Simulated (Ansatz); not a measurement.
MgO (P6₃/mmc, No. 194, 4 atoms in the cell; start mp-1065577; a measured phase of this formula has another space group), treated with r²SCAN+rVV10 (plane waves, PAW; Ansatz, an electronic-structure program).

Run with plane-wave cutoff 560 eV, 12×12×8 k mesh (along the axes of the cell as run), Fermi–Dirac smearing 0.01 eV, scalar-relativistic PAW data made under PBE.

Computed at the level's own relaxed cell.

```xyz
4
Lattice="3.4765 0.0000 0.0000 -1.7383 3.0108 0.0000 0.0000 0.0000 4.1784" Properties=species:S:1:pos:R:3 pbc="T T T"
Mg     1.7383     1.0036     3.1338
Mg     0.0000     2.0072     1.0446
O      1.7383     1.0036     1.0446
O      0.0000     2.0072     3.1338
```

Task: List the 10 lowest band energies at Γ above −25 eV (eV, relative to the valence band maximum), grouping those that round alike.

Result: At Γ: -17.93, -16.55, -3.69, -1.77 (×2), -0.85 (×2), 0.00, 4.05, 10.42.

A start named mp-… is a Materials Project structure, which need not be a measured phase.
